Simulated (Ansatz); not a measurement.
SiC: stress against strain

SiC (4H polytype, P6_3mc, 10.335 Å³/atom and stress up to 0.01 GPa in the relaxed cell, c along z) under a strain ε along c (axis z), the other axes held. PBEsol in Ansatz, a plane-wave DFT program (PAW, default set), 420 eV, 12×12×4 Γ-centred mesh, Fermi-Dirac smearing 0.05 eV; ions are relaxed, or left where forces stay under 0.02 eV/Å, within the symmetry of each cell. Stress is positive for a compressed cell.

Here s stands for strain and y for stress zz.

| strain (%) | stress zz (GPa) |
|---|---|
| -3.00 | ? |
| -1.50 | 8.41 |
| -0.75 | 4.15 |
| 0.00 | 0.00 |
| 0.75 | -4.02 |
| 1.50 | -7.91 |

**Question.** Using a straight line, estimate the missing y at s = -3.00 from the other rows, showing the fit.

**Answer.** Means: s 0, y 0.126. About the means, the sum of products is -30.608 and the sum of squares of s is 5.6250; the slope is their ratio. Least squares gives y = 0.126 - 5.4413·s. Residuals (row less fit): 0.122, -0.057, -0.126, -0.065, 0.126; standard error 0.134 (degrees of freedom: 3). The slope gives the elastic constant C33 = 544 ± 6 GPa (± standard error of the fit, which holds the terms cut off). At the withheld row, y = 0.126 - 5.4413 × (-3.00) = 16.450 GPa. The calculation gives 17.29 GPa, 0.840 GPa above the prediction (3.3 % of the range of y in the table). The row lies outside the fitted rows, so this is an extrapolation. From the scatter of the fitted rows alone, a prediction at this place has a standard error of 0.225 GPa, so the miss is 3.7 times that.

A polynomial of degree 2 through the 8 other runs of the series gives 17.34 there, so most of the miss is curvature that the fit leaves out. The start is a measured cell from the literature; how it stands against other phases or cation orders wasn't checked. Rows are the converged runs of the series near zero and its far end; series whose fitted rows scatter by over a few per cent of the range, as at a crossing or softening among them, aren't shown in this form, nor equations of state whose B0' disagrees with the runs' pressures. Most that stay on the fit to the last digits aren't either.
